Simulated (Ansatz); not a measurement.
Consider TeO2 in the fluorite structure (space group Fm-3m, No. 225; a hypothetical phase, not in the database extracts checked).

```
TeO2
1.0
    0.00000     2.66188     2.66188
    2.66188     0.00000     2.66188
    2.66188     2.66188     0.00000
Te O
1 2
Direct
  0.00000   0.00000   0.00000
  0.25000   0.25000   0.25000
  0.75000   0.75000   0.75000
```

Levels (all Ansatz, an electronic-structure program, PAW): PBEsol (420 eV, no SOC); r2SCAN (500 eV, no spin-orbit coupling); HSE06 (420 eV, no spin-orbit coupling).

At the geometry relaxed with PBEsol, these levels gave the following band gaps, in shuffled order: (a) 1.00 eV, (b) 0.73 eV, (c) 1.62 eV.

**Question.** Match each gap to its level.

**Answer.** (a) r2SCAN; (b) PBEsol; (c) HSE06.

Single points use the geometry relaxed with PBEsol. The hybrid gap comes from the SCF mesh plus the semilocal run's edge points and a few special points and is an upper bound. Spin-orbit coupling, missing from the scalar runs, can matter with Te. No phonon test of stability was made.
